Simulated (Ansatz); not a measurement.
## Hypothetical ReO3 type MnCl3: biaxial strain +0.73 %, plane normal [110], relaxed out of plane

The reference is MnCl$_{3}$ in the ReO3 type structure (space group Pm-3m, No. 221; a = 4.747 Å; ferromagnetic; a hypothetical phase, not in the database extracts checked; relaxed with 0.1 eV smearing). Axes: x, y, z lie along the cube axes.

One thing is altered: biaxial strain +0.73 %, plane normal [110], relaxed out of plane (Cartesian); in-plane vectors clamped, the third vector and the atoms free.

Method: PBE (Ansatz, a first-principles code), without spin-orbit coupling. k-mesh 12×12×12 (Γ-centred); smearing 0.1 eV (Fermi–Dirac).

- Volume per atom = 26.99 Å³ (base 26.74 Å³)
- Space group = Cmmm (No. 65) (base Pm-3m (No. 221))
- Energy relative to the base (free energy F) = +0.7 meV/atom
- Band gap = zero (base zero)
- Magnetic state = ferromagnetic (base ferromagnetic)
- Largest site moment = 3.60 μB (base 3.59 μB)
- Out-of-plane strain = -0.53 %
- Mean in-plane stress (compression positive) = -0.6 GPa

Final structure (turned so that z lies along the plane normal):

```
CELL_PARAMETERS angstrom
      4.78162     0.00000     0.00000
      0.00000     6.76223     0.00000
      0.00000     3.38111     3.33875
ATOMIC_POSITIONS crystal
  Mn 0.00000 0.00000 0.00000
  Cl 0.00000 0.00000 0.50000
  Cl 0.50000 0.00000 0.00000
  Cl 0.00000 0.50000 0.50000
```

No phonon test of stability was made. No Hubbard U is applied and the magnetic state is the run's own (MnCl3 ferromagnetic); other magnetic orders, which need larger cells, were not tried and can change the gap.
